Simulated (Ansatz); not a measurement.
Input:

```
InP
1.0
    4.27987     0.00000     0.00000
   -2.13993     3.70648     0.00000
    0.00000     0.00000     6.69500
In P
2 2
Cartesian
  0.00000   2.47098  -0.02561
  2.13993   1.23549   3.32190
  0.00000   2.47098   2.53623
  2.13993   1.23549   5.88373
```

Method: r2SCAN with spin-orbit coupling, rigid bands (plane waves, PAW; Ansatz, a first-principles code). Condition of this run: biaxial stress in the c plane of -4 GPa (compression positive) (the target of the relaxation). How the cell was made: cell and atoms relaxed with PBEsol, then loaded as said.

Question: What conductivity effective mass do dilute holes have at 300 K?

Answer: 0.94 (x), 0.94 (y), 0.186 (z) mₑ.

Question: Predict the electron conductivity mass (n e² τ/σ) at 300 K, by direction if it differs.

Answer: 0.097 (x), 0.097 (y), 0.120 (z) mₑ.

Question: And the band gap?

Answer: 0.87 eV at this level; semilocal functionals usually fall short of the measured gap.

Rigid bands, one relaxation time for all states, no polarons. Geometry: cell and atoms relaxed with PBEsol.
